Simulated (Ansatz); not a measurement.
Response to strain in WS2

Consider WS2 in the 2H-MoS2 type structure (space group P6_3/mmc, No. 194; a = 3.170 Å, c = 12.493 Å; layered, stacked along the Cartesian z axis). Axes: x lies along a and z along c of the hexagonal cell.

Strains are applied to the cell and any free atomic positions relax.

All numbers come from Kohn–Sham DFT with the r2SCAN+rVV10 functional, run in Ansatz (a quantum-chemistry and plane-wave program) with PAW and 500 eV plane waves, scalar-relativistic without spin-orbit coupling, earlier PAW set.

Candidates:
(a) strain tensor (xx, yy, zz, yz, xz, xy) = (+1.14, +1.82, −0.36, +0.00, +1.17, +0.36) %
(b) uniaxial strain ε_xx = −1.36 %
(c) tensor shear ε_xz = +1.96 %

Before the change:

- Smallest direct gap = 1.90 eV

Task: Order them by smallest direct gap, lowest first.

Result: (a) strain tensor (xx, yy, zz, yz, xz, xy) = (+1.14, +1.82, −0.36, +0.00, +1.17, +0.36) % (1.70 eV), (c) tensor shear ε_xz = +1.96 % (1.90 eV), (b) uniaxial strain ε_xx = −1.36 % (1.99 eV)

Spin-orbit coupling, missing from the scalar runs, can matter with W. Stability against distortions was not tested.
